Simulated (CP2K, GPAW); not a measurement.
A CP2K input for a self-consistent single point of ZrGeS (P4/nmm, 6 atoms in the cell) (DFT LDA (Pade form), GPW, DZVP-MOLOPT-PBE-GTH basis, GTH-PBE potentials (POTENTIAL_UZH)):

```
&GLOBAL
  PROJECT scf
  RUN_TYPE ENERGY_FORCE
  PRINT_LEVEL MEDIUM
&END GLOBAL
&FORCE_EVAL
  METHOD Quickstep
  STRESS_TENSOR ANALYTICAL
  &DFT
    BASIS_SET_FILE_NAME BASIS_MOLOPT_UZH
    POTENTIAL_FILE_NAME POTENTIAL_UZH
    &QS
      METHOD GPW
      EPS_DEFAULT 1E-10
    &END QS
    &MGRID
      CUTOFF 500
      REL_CUTOFF 40
      NGRIDS 5
    &END MGRID
    &SCF
      SCF_GUESS ATOMIC
      EPS_SCF 1E-6
      MAX_SCF 100
      ADDED_MOS 8
      &DIAGONALIZATION
        ALGORITHM STANDARD
      &END DIAGONALIZATION
      &MIXING
        METHOD BROYDEN_MIXING
        ALPHA 0.2
        NBUFFER 8
        BETA 1.5
      &END MIXING
      &SMEAR ON
        METHOD FERMI_DIRAC
        ELECTRONIC_TEMPERATURE [K] 1578.21
      &END SMEAR
    &END SCF
    &KPOINTS
      SCHEME MONKHORST-PACK 7 7 3
    &END KPOINTS
    &XC
      &XC_FUNCTIONAL PADE
      &END XC_FUNCTIONAL
    &END XC
    &PRINT
      &MO
        EIGENVALUES T
        OCCUPATION_NUMBERS T
        NDIGITS 8
        FILENAME mo
        &EACH
          QS_SCF 0
        &END EACH
        ADD_LAST NUMERIC
      &END MO
      &MULLIKEN ON
      &END MULLIKEN
    &END PRINT
  &END DFT
  &SUBSYS
    &CELL
      ABC 3.54845000 3.54845000 7.87235100
      ALPHA_BETA_GAMMA 90.00000000 90.00000000 90.00000000
      PERIODIC XYZ
    &END CELL
    &COORD
      SCALED
      Zr       0.00000000     0.50000000     0.72519000
      Zr       0.50000000     0.00000000     0.27481000
      Ge       0.50000000     0.50000000     0.00000000
      Ge       0.00000000     0.00000000     0.00000000
      S        0.00000000     0.50000000     0.37856000
      S        0.50000000     0.00000000     0.62144000
    &END COORD
    &KIND Zr
      BASIS_SET DZVP-MOLOPT-PBE-GTH-q12
      POTENTIAL GTH-PBE-q12
    &END KIND
    &KIND Ge
      BASIS_SET DZVP-MOLOPT-PBE-GTH-q4
      POTENTIAL GTH-PBE-q4
    &END KIND
    &KIND S
      BASIS_SET DZVP-MOLOPT-PBE-GTH-q6
      POTENTIAL GTH-PBE-q6
    &END KIND
  &END SUBSYS
  &PRINT
    &FORCES ON
    &END FORCES
    &STRESS_TENSOR ON
    &END STRESS_TENSOR
  &END PRINT
&END FORCE_EVAL
```

Task: Translate this input to GPAW.

Result: This is the input that was run; spellings and numerical settings could be chosen otherwise.

```python
from ase import Atoms
from ase.units import GPa
from gpaw import GPAW

atoms = Atoms(['Zr', 'Zr', 'Ge', 'Ge', 'S', 'S'],
              cell=[[3.548450, 0.000000, 0.000000],
                    [0.000000, 3.548450, 0.000000],
                    [0.000000, 0.000000, 7.872351]],
              scaled_positions=[[0.000000, 0.500000, 0.725190],
                                [0.500000, 0.000000, 0.274810],
                                [0.500000, 0.500000, 0.000000],
                                [0.000000, 0.000000, 0.000000],
                                [0.000000, 0.500000, 0.378560],
                                [0.500000, 0.000000, 0.621440]],
              pbc=True)

calc = GPAW(mode={'name': 'pw', 'ecut': 550},
            xc='LDA',
            kpts=(7, 7, 3),
            occupations={'name': 'fermi-dirac', 'width': 0.136},
            nbands=-12,
            convergence={'forces': 0.001},
            symmetry={'symmorphic': False, 'tolerance': 0.0005},
            maxiter=100,
            txt='-')

atoms.calc = calc

energy = atoms.get_potential_energy()
print('Energy (eV):', round(energy, 6))
forces = atoms.get_forces()
print('Forces (eV/Ang):')
print(forces.round(5))
stress = atoms.get_stress()
print('Stress (GPa, Voigt):', (stress / GPa).round(4))
```

Basis settings and potentials, where a program has them, do not carry over. This input uses DFT LDA (Perdew-Wang 92), plane waves, GPAW PAW datasets LDA (gpaw-data 1.0.1). LDA parametrisations can differ slightly between programs.

The starting cell comes from a database of computed structures (which also holds hypothetical and non-ambient phases and stackings), without a prior relaxation at this level. Its lattice was rescaled by a random factor within 2.5 % of one.
